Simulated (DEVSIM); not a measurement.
Device: illuminated Si n-on-p cell, one wavelength, with a back-surface field, at 250 K.

```
layer (left to right)  material  thickness (μm)  Nd (cm⁻³)  Na (cm⁻³)   τn (s)   τp (s)  absorption coefficient (cm⁻¹)
---------------------  --------  --------------  ---------  ---------  -------  -------  -----------------------------
1                            Si           0.260     4.3e18          -   2.7e-5     8e-5                            460
2                            Si             870          -     4.6e16  0.00038  0.00038                            460
3                            Si           0.480          -       1e18  0.00038  0.00038                            460
```

Left contact: ohmic, minority hole recombination velocity 10000 cm/s. Right contact: ohmic, minority electron recombination velocity 4000 cm/s. Voltage is applied to the left contact. Recombination: SRH at mid-gap, radiative, Auger. Light enters at the left, 2e18 photons cm⁻² s⁻¹, one pass, no reflection. Mobility is μmin + (μ − μmin)/(1 + (N/Nref)^α).

This is a model device: material constants are rounded textbook-type values typed into the input, and sizes, dopings and lifetimes were drawn at random. Values at 300 K; Nc and Nv go as T^1.5, mobilities as T to minus their exponent, the gap by Varshni's rule with the affinity fixed.

| parameter | Si |
|---|---|
| gap (eV) | 1.124 |
| affinity (eV) | 4.05 |
| permittivity | 11.7 |
| Nc (cm⁻³) | 2.86e19 |
| Nv (cm⁻³) | 3.1e19 |
| μn (cm²/Vs) | 1417 |
| μp (cm²/Vs) | 470 |
| μn,min | 52 |
| μp,min | 45 |
| Nref,n | 9.7e16 |
| Nref,p | 2.2e17 |
| αn | 0.68 |
| αp | 0.72 |
| T exponent of μn | 2.3 |
| T exponent of μp | 2.2 |
| B (cm³/s) | 4.7e-15 |
| Cn (cm⁶/s) | 2.8e-31 |
| Cp (cm⁶/s) | 9.9e-32 |
| Varshni α (eV/K) | 0.000473 |
| Varshni β (K) | 636 |

Model (solved in DEVSIM): 1D drift-diffusion, Boltzmann statistics, complete ionisation; no tunnelling, impact ionisation, image-force lowering or self-heating.

### Question
Tabulate band edges, carrier densities and field at 2.0 V on the left contact, in the dark.

### Answer
Energies count from the Fermi level of the right contact; mesh points crowd at the junctions.

| x (μm) | Ec (eV) | Ev (eV) | n (cm⁻³) | p (cm⁻³) | field (V/cm) |
|---|---|---|---|---|---|
| 0.000 | -1.965 | -3.101 | 4.3e18 | < 1e2 | ≈ 0 |
| 0.05319 | -1.965 | -3.101 | 4.3e18 | < 1e2 | ≈ 0 |
| 0.1787 | -1.965 | -3.101 | 4.3e18 | < 1e2 | ≈ 0 |
| 0.2499 | -1.965 | -3.101 | 4.2e18 | < 1e2 | 2200 |
| 0.3246 | -0.743 | -1.879 | < 1e2 | < 1e2 | 160000 |
| 0.5501 | 0.992 | -0.144 | < 1e2 | 2.9e16 | 5400 |
| 1.349 | 1.002 | -0.134 | < 1e2 | 4.6e16 | ≈ 0 |
| 6.172 | 1.002 | -0.134 | < 1e2 | 4.6e16 | ≈ 0 |
| 21.28 | 1.002 | -0.134 | < 1e2 | 4.6e16 | ≈ 0 |
| 71.83 | 1.002 | -0.134 | < 1e2 | 4.6e16 | ≈ 0 |
| 254.0 | 1.002 | -0.134 | < 1e2 | 4.6e16 | ≈ 0 |
| 725.8 | 1.002 | -0.134 | < 1e2 | 4.6e16 | ≈ 0 |
| 829.5 | 1.002 | -0.134 | < 1e2 | 4.6e16 | ≈ 0 |
| 858.8 | 1.002 | -0.134 | < 1e2 | 4.6e16 | ≈ 0 |
| 868.1 | 1.002 | -0.134 | < 1e2 | 4.6e16 | ≈ 0 |
| 869.7 | 1.002 | -0.134 | < 1e2 | 4.6e16 | ≈ 0 |
| 870.1 | 1.002 | -0.134 | < 1e2 | 4.6e16 | ≈ 0 |
| 870.2 | 1.010 | -0.126 | < 1e2 | 6.9e16 | 5400 |
| 870.3 | 1.068 | -0.068 | < 1e2 | 1.0e18 | ≈ 0 |
| 870.4 | 1.068 | -0.068 | < 1e2 | 1.0e18 | ≈ 0 |
| 870.6 | 1.068 | -0.068 | < 1e2 | 1.0e18 | ≈ 0 |
| 870.7 | 1.068 | -0.068 | < 1e2 | 1.0e18 | ≈ 0 |
